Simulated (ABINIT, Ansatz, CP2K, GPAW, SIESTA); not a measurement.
# One structure in several programs: GaAs (F-43m, 2 atoms in the cell)

Band-structure calculation.

```yaml
crystal:
  lattice:
    - [0.00000, 2.82500, 2.82500]
    - [2.82500, 0.00000, 2.82500]
    - [2.82500, 2.82500, 0.00000]
  atoms:
    - { symbol: Ga, position: [0.00000, 0.00000, 0.00000] }
    - { symbol: As, position: [0.25000, 0.25000, 0.25000] }
```

Shared settings, as Ansatz (a first-principles code) writes them: kpoints.mp_grid.grid = 8 8 8; scf.occupations.method = fermi_dirac; scf.occupations.width = 0.01 eV. Potentials and cutoffs stand in the table.

```tsv
code	model	gap along the path (eV)	smallest direct gap (eV)	cutoff
Ansatz	PBE, default PAW files	0.53	0.53	default
GPAW	PBE, GPAW PAW datasets PBE (gpaw-data 1.0.1)	0.60	0.60	550 eV
CP2K	PBE, GPW, DZVP-MOLOPT-SR-GTH basis, GTH-PBE potentials (GTH_POTENTIALS)	0.52	0.52	grid 600 Ry
SIESTA	GGA PBE, numerical atomic orbitals DZP, PseudoDojo PBE standard norm-conserving potentials (rewritten from UPF to PSML)	0.64	0.64	grid 300 Ry
ABINIT	PBE, norm-conserving pseudopotentials (PseudoDojo nc-sr-05 PBE standard)	0.53	0.53	42 Ha
```

The spread over the programs that give each value: gap along the path within 0.12 eV; smallest direct gap within 0.12 eV.

CP2K and SIESTA use small atom-centred bases, whose incompleteness enters pressures, forces and empty levels differently from a plane-wave cutoff.

The starting cell has typed, rounded lattice constants, without a prior relaxation at this level.

Left out of this page: Quantum ESPRESSO, Elk and FLEUR (not drawn, or without a comparable value).

Keys are those of Ansatz 0.2.
